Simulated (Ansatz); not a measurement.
Amorphous hafnia (Hf$_{18}$O$_{35}$), 53 atoms at 9.13 g/cm³, one PBE-relaxed geometry, zone centre. Methods: PBE, scalar-relativistic without spin-orbit coupling (Ansatz, a program for electronic structure); r2SCAN, scalar-relativistic without spin-orbit coupling (Ansatz); HSE06, scalar-relativistic without spin-orbit coupling (Ansatz). Plane waves to 420 eV (r2SCAN 500 eV); exact exchange is cut at the cell's faces. The usual formal charges leave 2 electrons over, so the level spacing at the Fermi energy parts defect or band states and needn't be the band gap. The higher rungs were started with moments on some atoms, which died out.

It comes from a melt-quench run on a machine-learned potential (CHGNet), relaxed afterwards by DFT. O atoms were pushed apart under 1.9 Å during the dynamics, to hinder bonds among them. The hot cell started wider than the set density and was brought back towards it in steps. It is the lowest in DFT energy of 4 quenches. It is a model cell: composition and starting density were chosen by hand, and all elements were melted together. No dispersion term was used. Its density started from a set value of 9.13 and ended at 9.13 g/cm³. The quench (nominally 300 K/ps over its main leg) was far faster than any real one, so the model tends to hold more defects than a real film. Values belong to this one cell and scatter from quench to quench. The volume was held where the preparation left it, at a PBE pressure of -2.1 GPa (tension). Stress components on the final sampling reach 3.7 GPa. On a 2×2×2 Γ-centred mesh force components of up to 0.19 eV/Å stay, since the relaxation ran on the zone centre alone.

The relaxation ran on the zone centre alone. At PBE the level spacing at the Fermi energy is 1.12 eV on a 2×2×2 Γ-centred mesh, and the spacing at the zone centre alone 1.27 eV.

What zone-centre spacing does r2SCAN give, roughly?

1.46 eV (+0.20 eV against PBE).

What zone-centre spacing does HSE06 give, roughly?

2.01 eV (+0.74 eV against PBE).

The highest filled and the lowest empty state spread over these numbers of atoms (participation numbers): PBE: 11.5 and 31.9; r2SCAN: 10.8 and 29.6; HSE06: 10.6 and 34.3.
